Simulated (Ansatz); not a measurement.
**Short convergence ladders for SrAl2 (Imm2, 6 atoms in the cell)**

```
SrAl2
1.0
   -2.39199     3.94112     3.93289
    2.39199    -3.94112     3.93289
    2.39199     3.94112    -3.93289
Sr Al
2 4
Direct
  0.30669   0.55669   0.75000
  0.69967   0.44967   0.25000
  0.27083   0.83937   0.43146
  0.72917   0.16063   0.56854
  0.90791   0.83937   0.06854
  0.09209   0.16063   0.93146
```

Base method: PBEsol, default PAW files made with PBE (plane waves; Ansatz, a first-principles code).

Base settings: basis.ecutwfc = 420 eV; kpoints.mp_grid.grid = 8 8 8; hamiltonian.xc = pbesol; hamiltonian.pseudopotentials = {kind: paw} (the program's default PAW files); scf.occupations.method = gaussian; scf.occupations.width = 0.1 eV.

The count of work is k-points × plane waves × bands × iterations; it is no time. Core times come from one kind of shared machine, to one figure; runs under 30 s give none.

**The k-point mesh**

The second cell is the first with its lattice scaled by 0.98.

Only quantities that move along the ladder and can be compared are tabulated.

```tsv
kpoints.mp_grid.grid	free energy less the last step's (meV/atom)	energy of the compressed cell less the first (meV/atom)	pressure (GPa)	largest difference of a force vector from the last step's (eV/Å)	count of work / last	core time / last (rough)
2 2 2	21.16	9.11	-0.54	0.183	0.014	–
3 3 3	19.65	5.56	-0.89	0.063	0.019	–
4 4 4	-6.03	6.71	-0.76	0.035	0.042	–
6 6 6	0.48	7.28	-0.71	0.035	0.13	–
8 8 8	0.69	7.01	-0.74	0.012	0.22	–
9 9 9	0.04	7.10	-0.73	0.008	0.29	0.3
11 11 11	-0.18	7.28	-0.72	0.004	0.50	0.5
14 14 14	0.00	7.26	-0.72	0.000	1.0	1
```

Coarsest kpoints.mp_grid.grid that holds the forces within 0.02 eV/Å of the last step, with all finer ones: 8 8 8, at 0.22 of the last step's count of work; the step before is off by 0.035 eV/Å.

Coarsest kpoints.mp_grid.grid that holds the energy of the compressed cell less the first within 1 meV/atom of the last step, with all finer ones: 4 4 4, at 0.042 of the last step's count of work; the step before is off by 1.7 meV/atom.

Coarsest kpoints.mp_grid.grid that holds the free energy within 5 meV/atom of the last step, with all finer ones: 6 6 6, at 0.13 of the last step's count of work; the step before is off by 6.0 meV/atom.

The energy difference between the two cells stays within 1 meV/atom of the last step's from 4 4 4 on, the total only from 6 6 6 on: much of the error is common to both cells and cancels.

**The k-point mesh at a smearing width of 0.05 eV**

In this ladder: scf.occupations.width = 0.05 eV.

The second cell is the first with its lattice scaled by 0.98.

Only quantities that move along the ladder and can be compared are tabulated.

```csv
kpoints.mp_grid.grid,free energy less the last step's (meV/atom),energy of the compressed cell less the first (meV/atom),pressure (GPa),largest difference of a force vector from the last step's (eV/Å),count of work / last,core time / last (rough)
3 3 3,20.09,5.46,-0.91,0.067,0.0080,–
4 4 4,-5.94,6.52,-0.79,0.036,0.018,–
5 5 5,-0.49,7.32,-0.71,0.028,0.027,–
7 7 7,-0.10,7.31,-0.72,0.013,0.075,–
11 11 11,-0.09,7.26,-0.72,0.008,0.22,0.2
13 13 13,0.05,7.24,-0.72,0.004,0.34,0.4
19 19 19,0.00,7.22,-0.72,0.000,1.0,1
```

Coarsest kpoints.mp_grid.grid that holds the forces within 0.02 eV/Å of the last step, with all finer ones: 7 7 7, at 0.075 of the last step's count of work; the step before is off by 0.028 eV/Å.

Coarsest kpoints.mp_grid.grid that holds the energy of the compressed cell less the first within 1 meV/atom of the last step, with all finer ones: 4 4 4, at 0.018 of the last step's count of work; the step before is off by 1.8 meV/atom.

Coarsest kpoints.mp_grid.grid that holds the pressure within 0.05 GPa of the last step, with all finer ones: 5 5 5, at 0.027 of the last step's count of work; the step before is off by 0.07 GPa.

The energy difference between the two cells stays within 1 meV/atom of the last step's from 4 4 4 on, the total only from 5 5 5 on: much of the error is common to both cells and cancels.

**The width of Gaussian smearing**

In this ladder: kpoints.mp_grid.grid = 13 13 13.

Narrow widths need finer meshes than wide ones, so the last steps can hold mesh noise.

Only quantities that move along the ladder and can be compared are tabulated; pressure and forces are left out, as mesh noise rules them at narrow widths.

| scf.occupations.width | free energy less the last step's (meV/atom) | energy extrapolated to zero width less the last step's (meV/atom) | core time / last (rough) |
|---|---|---|---|
| 1 eV | -99.51 | 17.57 | 1 |
| 0.5 eV | -19.07 | 2.82 | 1 |
| 0.3 eV | -5.71 | 0.50 | 1 |
| 0.1 eV | 0.00 | 0.00 | 1 |

Widest scf.occupations.width that holds the energy extrapolated to zero width within 2 meV/atom of the last step, with all finer ones: 0.3 eV; the step before is off by 2.8 meV/atom.

Widest scf.occupations.width that holds the free energy within 5 meV/atom: not settled: the last two steps still differ by 5.7 meV/atom, over half the tolerance, so the ladder does not show it.

The extrapolation to zero width removes most of the smearing's effect on the energy.

On the base run: the starting cell comes from a database of computed structures (which also holds hypothetical and non-ambient phases and stackings), without a prior relaxation at this level. Its lattice was rescaled by up to half a per cent. One atom was moved a little off its site on purpose. Ansatz's pressure includes its estimate of the finite-basis (Pulay) stress.

Left out of this page: 2 runs of the series outside the window shown, repeating another row's setting, or not comparable.

Keys are those of Ansatz 0.2.
